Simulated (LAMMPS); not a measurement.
An MD run on KBr (rock salt), 1728 atoms, at 600 K and 0 GPa, heated as the crystal.

Model: classical MD, pair style eim, file ffield.eim, run in LAMMPS.

Starting crystal:

```
KBr
1.0
    6.60000     0.00000     0.00000
    0.00000     6.60000     0.00000
    0.00000     0.00000     6.60000
K Br
4 4
Direct
  0.00000   0.00000   0.00000
  0.00000   0.50000   0.50000
  0.50000   0.00000   0.50000
  0.50000   0.50000   0.00000
  0.50000   0.00000   0.00000
  0.50000   0.50000   0.50000
  0.00000   0.00000   0.50000
  0.00000   0.50000   0.00000
```

What does the simulation give for the coordination number of K by Br, the coordination number of Br by K, the state found, the density?

coordination number of K by Br: 6.00 (counted to 4.50 Å); coordination number of Br by K: 6.00 (counted to 4.50 Å); state found: crystal; no diffusion seen in 30 ps; density: 2.7322 ± 0.0001 g/cm³.
